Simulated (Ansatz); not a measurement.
Band structure of CrO2 (P4_2/mnm, 6 atoms in the cell).

```xyz
6
Lattice="4.4533 0.0000 0.0000 0.0000 4.4533 0.0000 0.0000 0.0000 2.9430" Properties=species:S:1:pos:R:3 pbc="T T T"
Cr     0.0000     0.0000     1.4715
Cr     2.2266     2.2266     0.0000
O      0.8785     0.8785     0.0000
O      3.5748     3.5748     0.0000
O      1.3482     3.1051     1.4715
O      3.1051     1.3482     1.4715
```
Moments meant for the start (each program seeds them in its own way; μB, in the order of the atoms Cr Cr O O O O): 3.0 3.0 0.0 0.0 0.0 0.0.

Method of the run: PBE (plane waves, PAW; Ansatz, a first-principles code).

Settings: basis.ecutwfc = 420 eV; kpoints.mp_grid.grid = 5 5 7; hamiltonian.xc = pbe; hamiltonian.pseudopotentials = {kind: paw} (the program's default PAW files); magnetization.spin_polarized = true; scf.occupations.method = gaussian; scf.occupations.width = 0.272 eV; kpoints.band_path.npoints = 8.

The starting cell comes from a database of computed structures (which also holds hypothetical and non-ambient phases and stackings), without a prior relaxation at this level. Its lattice was rescaled by a random factor within 2.5 % of one. The magnetic order is the one reached from the typed start; others were not searched systematically.

Levels in eV from the Fermi level, bands 25 to 32 of the first spin channel:
```tsv
point	25	26	27	28	29	30	31	32
Γ	-1.20	-1.15	-1.15	-1.14	-0.60	1.06	1.14	3.66
X	-0.81	-0.81	-0.35	-0.35	0.31	0.31	3.22	3.22
M	-1.48	-1.48	-1.13	-1.13	0.85	0.85	2.63	2.63
Z	-0.75	-0.75	-0.02	-0.02	0.70	0.70	2.40	2.40
R	-1.42	-1.42	-0.74	-0.74	0.89	0.89	1.57	1.57
A	-0.74	-0.74	-0.23	-0.23	0.03	0.03	2.81	2.81
```

Bands cross the Fermi level along this path, so the cell is metallic at this level.

The net moment of the cell came out as 4.00 μB.

Keys are those of Ansatz 0.2.
